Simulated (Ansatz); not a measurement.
Data:

End structure of a constructed model of the (0001) surface of hcp Co, ferromagnetic, a pseudomorphic layer of Ga in the host's stacking (bottom of the slab: a bare face, its two planes held):

```yaml
crystal:
  lattice:
    - [2.49292, 0.00000, 0.00000]
    - [-1.24646, 2.15893, 0.00000]
    - [0.00000, 0.00000, 28.50000]
  atoms:
    - { symbol: Co, position: [0.66667, 0.33333, 0.28514] }
    - { symbol: Co, position: [0.33333, 0.66667, 0.35589] }
    - { symbol: Co, position: [0.66667, 0.33333, 0.42733] }
    - { symbol: Co, position: [0.33333, 0.66667, 0.49772] }
    - { symbol: Co, position: [0.66667, 0.33333, 0.56893] }
    - { symbol: Co, position: [0.33333, 0.66667, 0.63843] }
    - { symbol: Ga, position: [0.66667, 0.33333, 0.71574] }
```

Slab: 7 atoms, 12.2 Å thick at the start with caps and adatoms (thin: gaps and levels are the slab's own); k 17x17x1, smearing 0.1 eV, dipole-corrected; 2 atoms held, the rest relaxed; held to the start's symmetry, so lower structures may exist; spin-polarised, ending with about 9.7 μB a cell; orders that need a larger cell were not tried, no spin-orbit, no U. In PBE it is, or lies within 0.01 eV a 1x1 cell of, the lowest of the 2 structures of its composition computed so far; subsurface sites and larger cells were not tried.

Task: Predict the work function of the top face from PBE (Ansatz, a program for electronic structure).

Result: 3.88 eV
